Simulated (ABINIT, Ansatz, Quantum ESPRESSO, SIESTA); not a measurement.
**TiO (P-6m2, 2 atoms in the cell) computed with different codes at matched settings**

Self-consistent single point.

```xyz
2
Lattice="2.8225 0.0000 0.0000 -1.4113 2.4444 0.0000 0.0000 0.0000 2.8363" Properties=species:S:1:pos:R:3 pbc="T T T"
Ti     1.4113     0.8148     0.0000
O      0.0000     0.0000     1.4181
```

Shared settings, as Ansatz (an electronic-structure program) writes them: kpoints.mp_grid.grid = 13 13 12; scf.occupations.method = fermi_dirac; scf.occupations.width = 0.1 eV. Potentials and cutoffs stand in the table.

```json
[
 {"code": "ABINIT", "model": "LDA (PW92), norm-conserving pseudopotentials (PseudoDojo nc-sr-04 LDA standard)", "pressure (GPa)": "-16.87", "cutoff": "42 Ha"},
 {"code": "Quantum ESPRESSO", "model": "LDA (PZ), GBRV 1.5 ultrasoft (LDA) pseudopotentials", "pressure (GPa)": "-16.06", "cutoff": "50 Ry"},
 {"code": "Ansatz", "model": "LDA (PW92), PAW files made with PBE", "pressure (GPa)": "-17.06", "cutoff": "default"},
 {"code": "SIESTA", "model": "LDA PW92, numerical atomic orbitals TZP, PseudoDojo LDA standard norm-conserving potentials (rewritten from UPF to PSML)", "pressure (GPa)": "-16.59", "cutoff": "grid 400 Ry"}
]
```

On Ansatz's run: spin polarisation is off, so a magnetic state, if there is one, cannot be reached.

The spread over the programs that give each value: pressure within 1.00 GPa.

SIESTA uses small atom-centred bases, whose incompleteness enters pressures, forces and empty levels differently from a plane-wave cutoff. Ansatz's pressure is given at a fixed set of plane waves, as the other plane-wave codes print theirs; with its correction for the finite basis it is -16.46 GPa (the shift of 0.60 GPa shows how far the cutoff is from converged). The same LDA comes in different parametrisations, which differ slightly.

The starting cell comes from a database of computed structures (which also holds hypothetical and non-ambient phases and stackings), without a prior relaxation at this level. Its lattice was rescaled by a random factor within 2.5 % of one.

Left out of this page: GPAW, Elk and FLEUR (not drawn, or without a comparable value).

Keys are those of Ansatz 0.2.
